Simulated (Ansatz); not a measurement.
## Hypothetical Fddd MoSi2: pressure series

The parent structure is MoSi2 (space group Fddd, No. 70; a = 4.607 Å, b = 8.057 Å, c = 8.762 Å; a hypothetical phase, not in the database extracts checked).

Cell and atoms are relaxed at each pressure.

Levels (all Ansatz, a quantum-chemistry and plane-wave program, PAW): PBE (420 eV, spin-orbit coupling left out); PBEsol (420 eV, no SOC).

The base cell above is that of PBE; each level relaxes its own structures.

```tsv
case	volume per atom, PBE	volume per atom, PBEsol
pressure −2 GPa	13.69 Å³	13.35 Å³
pressure −1 GPa	13.62 Å³	13.29 Å³
pressure 0.3 GPa	13.53 Å³	___
pressure 0.7 GPa	13.50 Å³	___
pressure 1.5 GPa	13.45 Å³	___
pressure 3 GPa	13.36 Å³	13.05 Å³
pressure 5 GPa	13.23 Å³	___
pressure 7.5 GPa	13.09 Å³	12.81 Å³
pressure 10 GPa	12.95 Å³	12.68 Å³
```

Question: Complete the table.

Answer: 
- pressure 0.3 GPa, volume per atom, PBEsol: 13.21 Å³
- pressure 0.7 GPa, volume per atom, PBEsol: 13.19 Å³
- pressure 1.5 GPa, volume per atom, PBEsol: 13.14 Å³
- pressure 5 GPa, volume per atom, PBEsol: 12.94 Å³

PBE lies above PBEsol in every row, by 0.27 Å³ to 0.34 Å³. They put the cases in the same order.

Load acts through the strain it causes; cell and atoms are relaxed under it. Whether these cells are dynamically stable was not tested. Competing high-pressure phases were not computed. All final runs are without spin polarisation.
